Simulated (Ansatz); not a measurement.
## Effect of Ir on a Sn site, symmetric start on Sn

The parent structure is an 8-atom supercell of Sn (space group I4_1/amd, No. 141; a = 5.947 Å, c = 3.212 Å) at its relaxed geometry.

One thing is altered: a neutral Ir on a Sn site, symmetric start, atoms relaxed at fixed cell.

The values are results of Kohn–Sham DFT with the PBE functional, run in Ansatz (a quantum-chemistry and plane-wave program) with PAW and 420 eV plane waves, no spin-orbit coupling, not measurements. k-mesh 7×7×7 (Γ-centred); smearing 0.05 eV (Fermi–Dirac).

```json
[
 {"quantity": "pressure", "base": "0.1 GPa", "changed": "-3.0 GPa", "shift": "-3.1 GPa"},
 {"quantity": "largest displacement of a host atom from its site in the perfect cell", "base": "–", "changed": "0.45 Å", "shift": "–"},
 {"quantity": "mean distance from the defect site to its nearest host atoms", "base": "5.82 bohr", "changed": "5.00 bohr", "shift": "-0.82 bohr"}
]
```

Final structure:

```yaml
crystal:
  lattice:
    - [-5.94700, 0.00000, 3.21230]
    - [0.00000, 0.00000, 6.42461]
    - [0.00000, 5.94700, -3.21230]
  atoms:
    - { symbol: Ir, position: [0.00000, 0.37500, 0.50000] }
    - { symbol: Sn, position: [0.50000, 0.62500, 0.00000] }
    - { symbol: Sn, position: [0.00000, 0.87500, 0.50000] }
    - { symbol: Sn, position: [0.50000, 0.12500, 0.00000] }
    - { symbol: Sn, position: [0.00000, 0.06613, 0.06626] }
    - { symbol: Sn, position: [0.43374, 0.25013, 0.50000] }
    - { symbol: Sn, position: [0.00000, 0.49987, 0.93374] }
    - { symbol: Sn, position: [0.56626, 0.68387, 0.50000] }
```

Cost of the whole job for the changed cell (relaxation, final SCF and bands): roughly 5 core-minutes.

In so small a cell the defect repeats every few ångströms: this is an ordered compound, not a dilute defect. The defect started on the symmetric site and kept its symmetry, so it may sit on a saddle. All final runs are without spin polarisation. The defect cell is not spin-polarised.
